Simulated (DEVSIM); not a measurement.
Structure: isotype n-n heterojunction GaP/Si, at 350 K.

```csv
layer (left to right),material,thickness (μm),Nd (cm⁻³),τn (s),τp (s)
1,GaP,0.210,6.2e16,6.5e-7,6.5e-7
2,Si,0.490,6.5e16,6.5e-7,6.5e-7
```

Left contact: ohmic. Right contact: ohmic. Voltage is applied to the left contact. Recombination: SRH at mid-gap, Auger. Mobility is μmin + (μ − μmin)/(1 + (N/Nref)^α).

Constants are typed, rounded textbook-type inputs, not results; the design itself was drawn at random and stands for no fabricated device. Values at 300 K; Nc and Nv go as T^1.5, mobilities as T to minus their exponent, the gap by Varshni's rule with the affinity fixed.

```csv
parameter,GaP,Si
gap (eV),2.26,1.124
affinity (eV),3.8,4.05
permittivity,11.1,11.7
Nc (cm⁻³),1.8e19,2.86e19
Nv (cm⁻³),1.9e19,3.1e19
μn (cm²/Vs),250,1417
μp (cm²/Vs),150,470
"μn,min",10,52
"μp,min",10,45
"Nref,n",4.4e18,9.7e16
"Nref,p",1e18,2.2e17
αn,0.8,0.68
αp,0.85,0.72
T exponent of μn,1.6,2.3
T exponent of μp,1.98,2.2
Cn (cm⁶/s),1e-30,2.8e-31
Cp (cm⁶/s),1e-30,9.9e-32
Varshni α (eV/K),0.00058,0.000473
Varshni β (K),372,636
```

Simulated with DEVSIM: 1D drift-diffusion, Boltzmann statistics, complete ionisation; no tunnelling, impact ionisation, image-force lowering or self-heating. Band offsets follow the typed affinities; no thermionic-emission limit at abrupt steps, no polarisation charge.

Base results: potential step across the device at zero bias (V) 0.263.

Task: What follows from this one change: doping Nd of layer 1 6.2e+16 → 6.2e+15 cm^-3?

Result: potential step across the device at zero bias 0.263 → 0.193 V.

Task: What follows from this one change: doping Nd of layer 2 6.5e+16 → 2e+15 cm^-3?

Result: potential step across the device at zero bias 0.263 → 0.368 V.
